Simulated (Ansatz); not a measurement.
**C: strain along the normal**

C (diamond, Fd-3m, 5.507 Å³/atom and stress up to 0.01 GPa in the relaxed cell) under an equal strain ε in the (001) plane with the normal axis free, as in a coherent film. LDA in Ansatz, a plane-wave DFT program (PAW, default set), 420 eV, 16×16×16 Γ-centred mesh, Fermi-Dirac smearing 0.05 eV; ions are relaxed, or left where forces stay under 0.02 eV/Å, within the symmetry of each cell.

Here s stands for strain and y for normal strain.

| strain (%) | normal strain (%) |
|---|---|
| -1.50 | 0.41 |
| -1.00 | 0.27 |
| -0.50 | 0.13 |
| 0.00 | 0.00 |
| 0.50 | -0.13 |
| 1.00 | -0.27 |
| 1.50 | -0.40 |
| 3.00 | ? |

Taking a straight line for y over the 7 complete rows: Means: s 0, y 0.001. About the means, the sum of products is -1.8850 and the sum of squares of s is 7.0000; the slope is their ratio. Least squares gives y = 0.001 - 0.2693·s. Residuals (row less fit): 0.005, 0.000, -0.006, -0.001, 0.004, -0.002, 0.003; standard error 0.004 (degrees of freedom: 5). The slope, -0.269 ± 0.002, is the elastic response of the normal axis, −2C12/C11 for this plane.

Task: Estimate the missing y (s = 3.00); what did the run itself give?

Result: y = 0.001 - 0.2693 × 3.0 = -0.807%. The calculation gives -0.79%, 0.017% above the prediction (1.4 % of the range of y in the table). The row lies outside the fitted rows, so this is an extrapolation. The scatter of the fitted rows lies at the last printed digit.

Rows are the converged runs of the series near zero and its far end; series whose fitted rows scatter by over a few per cent of the range, as at a crossing or softening among them, aren't shown in this form, nor equations of state whose B0' disagrees with the runs' pressures. Most that stay on the fit to the last digits aren't either.
